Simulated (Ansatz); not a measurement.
## LiSiN (model structure, started from the NaSnP type, P6₃mc, No. 186, 6 atoms in the cell)

The numbers are results of PBEsol in Ansatz (plane waves, PAW), not measurements.

Run with plane-wave cutoff 520 eV, 12×12×4 k mesh (along the axes of the cell as run), Fermi–Dirac smearing 0.01 eV, scalar-relativistic PAW data made under PBE.

Cell (relaxed at this level):

```
CELL_PARAMETERS angstrom
      2.81583     0.00000     0.00000
     -1.40791     2.43858     0.00000
      0.00000     0.00000     9.22849
ATOMIC_POSITIONS crystal
  Li 0.33333 0.66667 0.26993
  Li 0.66667 0.33333 0.76993
  Si 0.00000 0.00000 0.01455
  Si 0.00000 0.00000 0.51455
  N  0.33333 0.66667 0.60633
  N  0.66667 0.33333 0.10633
```

| Property | Result |
|---|---|
| band gap | 1.04 eV (indirect) |
| smallest direct gap on the k points sampled | 1.24 eV |
| direct gap at Γ | 5.11 eV |

Note: the relaxation could raise the start's symmetry but not lower it, so the cell can be a saddle point.

Static lattice: no zero-point or thermal effects.

Cost on a shared machine: very roughly 16 core-seconds.

A model structure was made by putting elements into a prototype or built by hand; it is no filed structure, need not be a known phase, and can be a saddle point held by its symmetry.

Ansatz is a first-principles code.
